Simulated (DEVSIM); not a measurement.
Structure: abrupt Si n-p junction, at 400 K.

| layer (left to right) | material | thickness (μm) | Nd (cm⁻³) | Na (cm⁻³) | τn (s) | τp (s) |
|---|---|---|---|---|---|---|
| 1 | Si | 1.50 | 6.4e17 | - | 2.3e-6 | 2.3e-6 |
| 2 | Si | 6.80 | - | 5.6e14 | 2.3e-6 | 2.3e-6 |

Left contact: ohmic. Right contact: ohmic. Voltage is applied to the left contact. Recombination: SRH at mid-gap, radiative, Auger. Mobility is μmin + (μ − μmin)/(1 + (N/Nref)^α).

Constants are typed, rounded textbook-type inputs, not results; the design itself was drawn at random and stands for no fabricated device. Values at 300 K; Nc and Nv go as T^1.5, mobilities as T to minus their exponent, the gap by Varshni's rule with the affinity fixed.

```csv
parameter,Si
gap (eV),1.124
affinity (eV),4.05
permittivity,11.7
Nc (cm⁻³),2.86e19
Nv (cm⁻³),3.1e19
μn (cm²/Vs),1417
μp (cm²/Vs),470
"μn,min",52
"μp,min",45
"Nref,n",9.7e16
"Nref,p",2.2e17
αn,0.68
αp,0.72
T exponent of μn,2.3
T exponent of μp,2.2
B (cm³/s),4.7e-15
Cn (cm⁶/s),2.8e-31
Cp (cm⁶/s),9.9e-32
Varshni α (eV/K),0.000473
Varshni β (K),636
```

Simulated with DEVSIM: 1D drift-diffusion, Boltzmann statistics, complete ionisation; no tunnelling, impact ionisation, image-force lowering or self-heating.

The temperature was swept, all else fixed.

```tsv
temperature (K)	dark forward voltage at 100 A/cm² (V)	dark forward voltage at 1 A/cm² (V)	potential step across the device at zero bias (V)	largest field in the device at zero bias (V/cm)
250	0.780	0.641	0.831	41000
300	0.693	0.523	0.743	44000
350	0.605	0.401	0.653	48000
400	0.516	0.279	0.559	51000
450	0.426	0.155	0.464	54000
500	(withheld)	(withheld)	0.373	56000
```

Problem. What belongs in the gaps?

Solution. 
- 500, dark forward voltage at 100 A/cm² (V): 0.335
- 500, dark forward voltage at 1 A/cm² (V): 0.050
